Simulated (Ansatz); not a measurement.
## A computed series for MoS2: pressure series

The reference is MoS₂ in the 2H-MoS2 type structure (space group P6_3/mmc, No. 194; layered, stacked along the Cartesian z axis).

```
MoS2
1.0
    3.17320     0.00000     0.00000
   -1.58660     2.74807     0.00000
    0.00000     0.00000    12.43700
Mo S
2 4
Cartesian
  0.00000   1.83205   3.10925
  1.58660   0.91602   9.32775
  0.00000   1.83205   7.77192
  1.58660   0.91602   1.55342
  1.58660   0.91602   4.66508
  0.00000   1.83205  10.88358
```

Cell and atoms are relaxed at each pressure.

Computed with r2SCAN+rVV10 (Ansatz, a first-principles code, PAW, no spin-orbit coupling), earlier PAW set.

Computed cases, in order: 0 GPa (base); pressure 0.9 GPa; pressure 2.1 GPa; pressure 4.5 GPa; pressure 9 GPa; pressure 15 GPa; pressure 22.5 GPa; pressure 30 GPa.

**Question.** Between which two neighbouring cases does the band gap open or close?

**Answer.** Between pressure 22.5 GPa (0.13 eV) and pressure 30 GPa (zero). The whole series: 0 GPa (base): 1.01 eV; pressure 0.9 GPa: 0.93 eV; pressure 2.1 GPa: 0.85 eV; pressure 4.5 GPa: 0.72 eV; pressure 9 GPa: 0.54 eV; pressure 15 GPa: 0.35 eV; pressure 22.5 GPa: 0.13 eV; pressure 30 GPa: zero.

A case with no gap was solved on a k-mesh chosen for an insulator, which is coarse for it. Load acts through the strain it causes; cell and atoms are relaxed under it. Stability against distortions was not tested. No other phases were tried under pressure. The final runs are not spin-polarised. A zero or small gap of MoS2 under pressure 22.5 GPa and MoS2 under pressure 30 GPa can be the functional's error rather than a property of the material.
